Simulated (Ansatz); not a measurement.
Density of states of YZnSn (P6_3/mmc, 12 atoms in the cell).

```xyz
12
Lattice="4.3731 0.0000 0.0000 -2.1866 3.7872 0.0000 0.0000 0.0000 15.8926" Properties=species:S:1:pos:R:3 pbc="T T T"
Y      0.0000     0.0000     0.0000
Y      0.0000     0.0000     7.9463
Y      0.0000     0.0000     3.9732
Y      0.0000     0.0000    11.9195
Zn     2.1866     1.2624    13.3323
Zn     0.0000     2.5248     2.5603
Zn     0.0000     2.5248     5.3860
Zn     2.1866     1.2624    10.5066
Sn     0.0000     2.5248     9.7611
Sn     2.1866     1.2624     6.1315
Sn     2.1866     1.2624     1.8148
Sn     0.0000     2.5248    14.0778
```

Method: PBEsol, default PAW files made with PBE (plane waves; Ansatz, a quantum-chemistry and plane-wave program).

SCF settings: basis.ecutwfc = 420 eV; kpoints.mp_grid.grid = 4 4 1; hamiltonian.xc = pbesol; hamiltonian.pseudopotentials = {kind: paw} (the program's default PAW files); scf.occupations.method = fermi_dirac; scf.occupations.width = 0.1 eV. Keys of the DOS step: output.dos.nscf_kmesh.grid = 6 6 2; output.dos.method = {smearing: {sigma: 0.3}} eV.

The starting cell comes from a database of computed structures (which also holds hypothetical and non-ambient phases and stackings), without a prior relaxation at this level. Its lattice was rescaled by a random factor within 2.5 % of one.

Total DOS (both spins), as means of the tabulated values in each energy bin; the zero is the program's Fermi level or highest filled level, and the curve is cut to this window:

(E (eV), states/eV/cell): (-7.88, 27.2); (-7.62, 55.1); (-7.38, 43.1); (-7.12, 17.8); (-6.88, 8.15); (-6.62, 3.87); (-6.38, 1.12); (-6.12, 0.69); (-5.88, 1.37); (-5.62, 2.53); (-5.38, 2.61); (-5.12, 2.52); (-4.88, 3.86); (-4.62, 4.47); (-4.38, 3.63); (-4.12, 2.27); (-3.88, 1.76); (-3.62, 2.11); (-3.38, 3.13); (-3.12, 4.35); (-2.88, 5.00); (-2.62, 5.74); (-2.38, 6.70); (-2.12, 7.48); (-1.88, 8.16); (-1.62, 9.48); (-1.38, 9.71); (-1.12, 8.37); (-0.88, 6.86); (-0.62, 4.15); (-0.38, 2.42); (-0.12, 2.44); (0.12, 2.08); (0.38, 2.54); (0.62, 5.11); (0.88, 5.80)

Around zero the curve holds about 2.3 states/eV/cell.

Keys are those of Ansatz 0.2.
